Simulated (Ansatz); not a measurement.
Bulk modulus B0 of fluorite NiSi2 at several levels of theory

No measured value is used here.

```
level (code)     value (GPa)  cell (Å³/atom)
---------------  -----------  --------------
LDA (Ansatz)             167           12.76
PBE (Ansatz)             146           13.46
PBEsol (Ansatz)          160           13.05
r²SCAN (Ansatz)          162           13.02
HSE06 (Ansatz)           162           13.01
PBE0 (Ansatz)            156           12.96
```

The crystal itself was run without spin with LDA, PBE, PBEsol, r²SCAN, HSE06, PBE0. HSE06, PBE0: the run has no spin polarisation, so it can have missed a magnetic state. Each level is taken at its own relaxed cell. Cutoffs and k meshes differ between the levels. Ansatz's density-functional and Hartree–Fock values are scalar-relativistic unless marked +SOC, with PAW data made under PBE.

Ansatz is an electronic-structure program.
